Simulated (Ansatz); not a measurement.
Input:

End structure of H2O on the 1x1 (111) surface of fcc Ag, one in a 2x2 cell, started at the site 'top Ag':

```xyz
19
Lattice="5.8668 0.0000 0.0000 -2.9334 5.0808 0.0000 0.0000 0.0000 26.5000" Properties=species:S:1:pos:R:3 pbc="T T T"
Ag     0.0000     1.6936     9.6916
Ag    -1.4667     4.2340     9.6916
Ag     2.9334     1.6936     9.6916
Ag     1.4667     4.2340     9.6916
Ag     1.4667     0.8468    12.0709
Ag     0.0000     3.3872    12.0709
Ag     4.4001     0.8468    12.0709
Ag     2.9334     3.3872    12.0709
Ag    -0.0019     0.0068    14.4343
Ag    -1.4627     2.5363    14.4349
Ag     2.9311    -0.0001    14.4223
Ag     1.4588     2.5371    14.4337
Ag    -0.0097     1.6932    16.8535
Ag    -1.4693     4.2330    16.7937
Ag     2.9291     1.6920    16.7933
Ag     1.4618     4.2356    16.7931
O      0.3641     1.6929    19.6109
H      0.9520     2.4684    19.5866
H      0.9792     0.9390    19.5783
```

Slab: 19 atoms, 7.1 Å thick at the start under the adsorbate (thin: gaps and levels are the slab's own); k 6x6x1, smearing 0.1 eV, dipole-corrected; single point; no symmetry held, on the structure that PBE left; no spin, no spin-orbit, no U, no dispersion correction. At the end no host atom lies within bonding distance. In PBE it is, or lies within 0.03 eV of, the lowest of the starts that converged; the order may differ at this level.

A negative adsorption energy means that the adsorbate is more stable on the surface than in its reference.

What is the computed adsorption energy against H2O(g) at the same level (Ansatz (a program for electronic structure) with r2SCAN, at the PBE geometry)?

-0.23 eV

What work function of the top face does r2SCAN, at the PBE geometry give?

4.13 eV

What is the computed change of the step from the bottom to the top vacuum level, against the clean slab (r2SCAN, at the PBE geometry)?

-0.27 eV

Estimate the change of the work function that r2SCAN, at the PBE geometry returns for this input.

-0.28 eV
